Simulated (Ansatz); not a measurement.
The starting structures come from a database of crystals and need not be the phases stable at ambient conditions.

Inside the gap of an insulator the Bloch states are evanescent, with a wavenumber k + iκ along the transport direction.

Consider the following.

```
CELL_PARAMETERS angstrom
      3.61074     0.00000     0.00000
      0.00000     9.43707     0.00000
      0.00000     0.00000    14.76059
ATOMIC_POSITIONS crystal
  Ta 0.75000 0.66127 0.92828
  Ta 0.25000 0.33873 0.07172
  Ta 0.25000 0.83873 0.42828
  Ta 0.75000 0.16127 0.57172
  Tl 0.25000 0.52440 0.67040
  Tl 0.75000 0.47560 0.32960
  Tl 0.75000 0.97560 0.17040
  Tl 0.25000 0.02440 0.82960
  Se 0.75000 0.53164 0.10147
  Se 0.25000 0.46836 0.89853
  Se 0.25000 0.96836 0.60147
  Se 0.75000 0.03164 0.39853
  Se 0.75000 0.75784 0.77850
  Se 0.25000 0.24216 0.22150
  Se 0.25000 0.74216 0.27850
  Se 0.75000 0.25784 0.72150
  Se 0.75000 0.68000 0.50113
  Se 0.25000 0.32000 0.49887
  Se 0.25000 0.82000 0.00113
  Se 0.75000 0.18000 0.99887
```

Space group of this cell: Pnma. The cell was relaxed by PBE-D3(BJ); by r2SCAN its mean pressure is 1.3 GPa.

Transport runs along the normal of the first two printed cell vectors.

The gap is the functional's own, uncorrected, and κ follows it; spin-orbit coupling is left out. Mid-gap values are interpolated between the computed energies.

Problem. Predict the band gap and the smallest decay constant κ at mid-gap from Ansatz (an electronic-structure program) with r2SCAN.

Solution. Gap 0.23 eV on a 8×4×2 mesh; κ = 0.147 1/Å, at (0.000, 0.250) of the in-plane reciprocal vectors. At the zone centre, at the nearest computed energy, the slowest state has κ = 0.15 1/Å.
